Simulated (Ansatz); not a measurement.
The starting structures come from a database of crystals and need not be the phases stable at ambient conditions.

 Where the default PAW files enter, the runs use the earlier of Ansatz's two default sets.

Inside the gap of an insulator the Bloch states are evanescent, with a wavenumber k + iκ along the transport direction.

Given:

```yaml
crystal:
  lattice:
    - [4.49802, 0.00000, 0.00000]
    - [-0.75333, 5.18927, 0.00000]
    - [0.75333, 1.41154, 4.99360]
  atoms:
    - { symbol: Mg, position: [0.50000, 0.31207, 0.31207] }
    - { symbol: Mg, position: [0.50000, 0.68793, 0.68793] }
    - { symbol: P, position: [0.90675, 0.21991, 0.78009] }
    - { symbol: P, position: [0.09325, 0.78009, 0.21991] }
    - { symbol: O, position: [0.72033, 0.07440, 0.62126] }
    - { symbol: O, position: [0.27967, 0.92560, 0.37874] }
    - { symbol: O, position: [0.27967, 0.62126, 0.07440] }
    - { symbol: O, position: [0.72033, 0.37874, 0.92560] }
    - { symbol: O, position: [0.00000, 0.00000, 0.00000] }
    - { symbol: O, position: [0.21278, 0.38093, 0.61907] }
    - { symbol: O, position: [0.78722, 0.61907, 0.38093] }
```

Space group of this cell: C2/m. The cell is taken as given; by r2SCAN its mean pressure is 1.5 GPa.

Transport runs along the normal of the first two printed cell vectors.

No gap correction and no spin-orbit coupling; mid-gap values are interpolated between computed energies.

**Question.** State the band gap and the smallest decay constant κ at mid-gap according to r2SCAN (Ansatz, an electronic-structure program).

**Answer.** Gap 6.39 eV on a 8×6×6 mesh; κ = 0.473 1/Å, at the zone centre.
